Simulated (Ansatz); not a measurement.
**Nb3Sn: pressure series**

Start from Nb3Sn in the A15 (Cr3Si type) structure (space group Pm-3n, No. 223; a = 5.259 Å).

Cell and atoms are relaxed at each pressure.

The values are results of Ansatz (an electronic-structure program), PBEsol, PAW, cutoff 420 eV, no spin-orbit coupling, not measurements.

Two rows of this table had their results exchanged by mistake.

```csv
pressure,volume per atom (Å³),shortest distance (Å),band gap
pressure −2 GPa,18.39,2.640,zero
pressure −1 GPa,18.28,2.634,zero
pressure 0.3 GPa,18.03,2.622,zero
pressure 0.7 GPa,18.11,2.626,zero
pressure 1.5 GPa,18.15,2.628,zero
pressure 3 GPa,17.88,2.615,zero
pressure 5 GPa,17.69,2.606,zero
pressure 7.5 GPa,17.47,2.595,zero
pressure 10 GPa,17.27,2.585,zero
```

**Question.** Which two?

**Answer.** The rows for pressure 0.3 GPa and pressure 1.5 GPa: the volume has to fall steadily with pressure, so 18.15 Å³ belongs to pressure 0.3 GPa and 18.03 Å³ to pressure 1.5 GPa.

Load acts through the strain it causes; cell and atoms are relaxed under it. No phonon test of stability was made. Competing high-pressure phases were not computed. The final runs are not spin-polarised.
